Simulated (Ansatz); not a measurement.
A self-consistent single point of a (001) slab of NbH (cut from a parent of space group no. 67; 8 atoms in the cell) with Ansatz (a first-principles code).

Computed with PBEsol, default PAW files made with PBE (plane waves; Ansatz).

```
CELL_PARAMETERS angstrom
      3.01298     0.00000     0.00000
     -3.77904     2.91397     0.00000
      0.00000     0.00000    21.36530
ATOMIC_POSITIONS crystal
  H  0.50000 0.25000 0.38790
  H  0.50000 0.75000 0.38790
  H  0.50000 0.25000 0.61209
  H  0.50000 0.75000 0.61209
  Nb 0.00000 0.25000 0.44817
  Nb 0.00000 0.75000 0.32763
  Nb 0.00000 0.25000 0.67237
  Nb 0.00000 0.75000 0.55183
```

Reference input (self-consistent single point, DFT, PBEsol, plane waves, default PAW files made with PBE): basis.ecutwfc = 420 eV; kpoints.mp_grid.grid = 10 10 1; hamiltonian.xc = pbesol; hamiltonian.pseudopotentials = {kind: paw} (the program's default PAW files); scf.occupations.method = fermi_dirac; scf.occupations.width = 0.1 eV. This run's input differs from it in these lines:

Ansatz 0.2 input:
```diff
@@ -18,3 +18,3 @@
 kpoints:
-  mp_grid: { grid: [10, 10, 1] }
+  mp_grid: { grid: [24, 24, 1] }
 hamiltonian:
```

The program printed (abridged):

```
SCF iter   1: F=—  HF=-18042.745694 eV  |F-HF|=—  |Δ(HF+E_count)|=         —  Δρ=1.63e-2  dr2=9.07e0  ethr=1.77e-3  ⟨swp⟩=8.4  Hψ=28130  notcnv=0
all-band conjugate gradients solve this SCF's bands
preconditioner: auto → LDOS
SCF iter   2: F=—  HF=-18042.433517 eV  |F-HF|=—  |Δ(HF+E_count)|=   3.12e-1  Δρ=4.19e-3  dr2=4.16e-2  ethr=1.77e-3  ⟨swp⟩=2.2  Hψ=8781  notcnv=0
   [... lines left out ...]
SCF iter   6: F=—  HF=-18042.427111 eV  |F-HF|=—  |Δ(HF+E_count)|=   1.47e-5  Δρ=6.21e-5  dr2=2.18e-5  ethr=3.30e-7  ⟨swp⟩=2.0  Hψ=7238  notcnv=0
SCF iter   7: F=—  HF=-18042.427060 eV  |F-HF|=—  |Δ(HF+E_count)|=   5.13e-5  Δρ=1.94e-5  dr2=1.58e-6  ethr=3.90e-8  ⟨swp⟩=3.0  Hψ=11350  notcnv=0
SCF iter   8: F=—  HF=-18042.427060 eV  |F-HF|=—  |Δ(HF+E_count)|=   2.12e-7  Δρ=6.68e-6  dr2=2.78e-7  ethr=2.82e-9  ⟨swp⟩=2.1  Hψ=8513  notcnv=0
SCF iter   9: F=-18042.427060 eV  HF=-18042.427060 eV  |F-HF|=1.42e-9  |Δ(HF+E_count)|=   4.06e-8  Δρ=1.31e-6  dr2=3.07e-9  ethr=1.79e-10  ⟨swp⟩=8.2  Hψ=24922  notcnv=0
SCF 1 converged in 9 iterations: F = -18042.427060 eV  dr2 = 3.07e-9
Free energy (F): -18042.427060 eV
Internal energy: -18042.259469 eV  (E = F + TS)
E sigma→0 (E₀):  -18042.343264 eV
Entropy (-TS):   -0.167591 eV (-20.949 meV/atom)
Fermi energy:    4.800144 eV
--- Forces (eV/Å), atoms counted from 1 ---
  atom   1  H      0.00000000     0.00000000    -0.29438801
  atom   2  H      0.00000000     0.00000000    -0.29438801
  atom   3  H     -0.00000000    -0.00000000     0.29438801
  atom   4  H     -0.00000000    -0.00000000     0.29438801
  atom   5  Nb     0.00000000     0.00000000    -0.12159875
  atom   6  Nb    -0.00000000    -0.00000000     0.94613695
  atom   7  Nb     0.00000000     0.00000000    -0.94613695
  atom   8  Nb    -0.00000000    -0.00000000     0.12159875
--- Stress (GPa, compression-positive) ---
       -5.816343      -0.087131       0.000000
       -0.087131      -5.862155      -0.000000
        0.000000      -0.000000      -3.312917
  P = ⅓ Tr σ = -4.9971 GPa (-49.971 kbar)
  The stress holds the Pulay correction. Without it, at fixed plane waves, as pw.x and ABINIT print it: P = -5.0447 GPa
```

The run converged in 9 iterations. Against the reference run the free energy stays essentially unchanged (within 1 meV/atom) and the largest force goes from 0.935 to 0.946 eV/Å.

The starting cell comes from a database of computed structures (which also holds hypothetical and non-ambient phases and stackings), without a prior relaxation at this level. The slab is cut from that crystal, and its faces are unrelaxed. Its lattice was rescaled by up to half a per cent. Spin polarisation is off.

Cost on one core of a shared machine: roughly 30 s.
